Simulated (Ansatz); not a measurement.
**Quick settings and what they miss: SrSi (Pnma, 8 atoms in the cell)**

Self-consistent single point.

```
CELL_PARAMETERS angstrom
      9.12741     0.00000     0.00000
      0.00000     4.14437     0.00000
      0.00000     0.00000     6.27093
ATOMIC_POSITIONS crystal
  Sr 0.68061 0.25000 0.39158
  Sr 0.31939 0.75000 0.60842
  Sr 0.81939 0.75000 0.89158
  Sr 0.18061 0.25000 0.10842
  Si 0.53283 0.25000 0.89347
  Si 0.46717 0.75000 0.10653
  Si 0.96717 0.75000 0.39347
  Si 0.03283 0.25000 0.60653
```

Level of theory: r2SCAN, default PAW files made with PBE (plane waves; Ansatz, a program for electronic structure).

Base settings: basis.ecutwfc = 500 eV; kpoints.mp_grid.grid = 3 7 4; hamiltonian.xc = r2scan; hamiltonian.pseudopotentials = {kind: paw} (the program's default PAW files); scf.occupations.method = methfessel_paxton; scf.occupations.width = 0.136 eV.

Tight run (finer mesh or higher cutoff; not a proven limit): basis.ecutwfc: 500 eV → 700 eV; kpoints.mp_grid.grid: 3 7 4 → 5 10 6; scf.convergence.dr2_threshold: default (1e-07 eV) → 1e-09 eV. It gave Fermi level (on the code's own zero) 7.35 eV; pressure -3.09 GPa; largest force (vector length) 0.112 eV/Å.

Quick runs, as changes from the base:
- A: the base itself
- B: basis.ecutwfc: 500 eV → 335 eV; kpoints.mp_grid.grid: 3 7 4 → 6 6 6; hamiltonian.xc: r2scan → lda; scf.occupations.method: methfessel_paxton → gaussian; scf.occupations.width: 0.136 eV → 0.2 eV; kpoints.mp_grid.shift: default → 0.5 0.5 0.5; scf.convergence.dr2_threshold: default (1e-07 eV) → 0.001 eV [LDA (PW92)]
- C: kpoints.mp_grid.grid: 3 7 4 → 4 4 4
- D: basis.ecutwfc: 500 eV → 250 eV; kpoints.mp_grid.grid: 3 7 4 → 2 2 2; scf.occupations.method: methfessel_paxton → fermi_dirac; scf.occupations.width: 0.136 eV → 0.272 eV
- E: basis.ecutwfc: 500 eV → 210 eV; kpoints.mp_grid.grid: 3 7 4 → 4 4 4; hamiltonian.xc: r2scan → lda; scf.occupations.method: methfessel_paxton → fermi_dirac; kpoints.mp_grid.shift: default → 0.5 0.5 0.5; scf.convergence.dr2_threshold: default (1e-07 eV) → 0.001 eV [LDA (PW92)]

Energies are extrapolated to zero smearing width, which holds to low order in the width alone.

Dashes: energy of B, E, another energy zero; count of B, E, another kind of functional, whose work the count does not hold.

† marks runs with another functional, U, potentials or spin treatment: their distance from the tight run is not a convergence error alone.

The count of work is k-points × plane waves × bands × iterations; it is no time. 

Pressures in the table are Ansatz's without its Pulay estimate, at a fixed set of plane waves; the tight run's value above holds the estimate.

The starting cell comes from a database of computed structures (which also holds hypothetical and non-ambient phases and stackings), without a prior relaxation at this level. Its lattice was rescaled by a random factor within 2.5 % of one. In the base run, with a pressure of about -3 GPa the cell is away from its equilibrium volume at this level.

```tsv
run	energy less tight (meV/atom)	pressure less tight (GPa)	largest miss in a force vector (eV/Å)	count of work / tight
A	-1.1	-0.01	0.017	0.16
B†	–	-2.53	0.065	–
C	9.2	-0.02	0.110	0.20
D	105.3	-1.43	0.545	0.023
E†	–	-7.33	0.142	–
```

Among the runs at the tight run's level, the energy misses run from 1.1 to 105.3 meV/atom.

Left out of this page: 1 run of the series outside the window shown, repeating another row's setting, or not comparable.

Keys are those of Ansatz 0.2.
